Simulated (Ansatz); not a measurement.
Bi in the A7 type structure (space group R-3m, No. 166)

```
Bi
1.0
    2.23621     1.29108     3.75972
   -2.23621     1.29108     3.75972
    0.00000    -2.58215     3.75972
Bi
2
Cartesian
  0.00000   0.00000   2.70314
  0.00000   0.00000   8.57601
```

Calculations: PBEsol-D3(BJ) (Ansatz, a quantum-chemistry and plane-wave program), no spin-orbit coupling. k-mesh 13×13×13 (Γ-centred); smearing 0.05 eV (Fermi–Dirac).

| Property | Value |
|---|---|
| Volume per atom | 32.56 Å³ |
| Density | 10.66 g/cm³ |
| Band gap | zero |
| Total energy | -12242.488 eV/atom (σ→0; compares only within this code and set-up) |

With Bi present, leaving out spin-orbit coupling can change the band edges. No phonon test of stability was made.
